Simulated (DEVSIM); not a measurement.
Structure: Si/Ge p-n heterojunction, at 300 K.

Layer 1 from the left is Si, thickness (μm) 0.190, Na (cm⁻³) 2e17, τn (s) 4.9e-7, τp (s) 4.9e-7. Layer 2 from the left is Ge, thickness (μm) 0.620, Nd (cm⁻³) 4e17, τn (s) 4.9e-7, τp (s) 4.9e-7.

Left contact: ohmic. Right contact: ohmic. Voltage is applied to the left contact. Recombination: SRH at mid-gap, radiative, Auger. Mobility is constant in doping.

This is a model device: material constants are rounded textbook-type values typed into the input, and sizes, dopings and lifetimes were drawn at random. Values at 300 K.

Si: gap (eV) 1.124, affinity (eV) 4.05, permittivity 11.7, Nc (cm⁻³) 2.86e19, Nv (cm⁻³) 3.1e19, μn (cm²/Vs) 1417, μp (cm²/Vs) 470, B (cm³/s) 4.7e-15, Cn (cm⁶/s) 2.8e-31, Cp (cm⁶/s) 9.9e-32. Ge: gap (eV) 0.664, affinity (eV) 4, permittivity 16, Nc (cm⁻³) 1.04e19, Nv (cm⁻³) 6e18, μn (cm²/Vs) 3900, μp (cm²/Vs) 1900, B (cm³/s) 6.4e-14, Cn (cm⁶/s) 1e-31, Cp (cm⁶/s) 1e-31.

Model (solved in DEVSIM): 1D drift-diffusion, Boltzmann statistics, complete ionisation; no tunnelling, impact ionisation, image-force lowering or self-heating. Band offsets follow the typed affinities; no thermionic-emission limit at abrupt steps, no polarisation charge.

Problem. What does the simulation give for the potential step across the device at zero bias, the dark forward voltage at 1 A/cm²?

Solution. potential step across the device at zero bias 0.959 V; dark forward voltage at 1 A/cm² 0.428 V.
